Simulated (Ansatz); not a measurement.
Given:

```
MgTe
1.0
    4.48185     0.00000     0.00000
   -2.24092     3.88139     0.00000
    0.00000     0.00000     7.29367
Mg Te
2 2
Direct
  0.33333   0.66667   0.99977
  0.66667   0.33333   0.49977
  0.33333   0.66667   0.37623
  0.66667   0.33333   0.87623
```

No spin polarisation.

The values are results of Ansatz (an electronic-structure program) LDA, no spin-orbit coupling, not measurements. Settings: 9×9×5 k-points, 0.05 eV Fermi–Dirac smearing.

Q: Predict the pressure and space group.

A: 
- Pressure (mean of the normal stresses, compression positive): 0.73 GPa
- Space group: P6_3mc (No. 186)

The cells carry an imposed strain or load. Stability against distortions was not tested. The cell was made from MgTe in the wurtzite structure (space group P6_3mc, No. 186) by this change: isotropic strain −0.60 %.
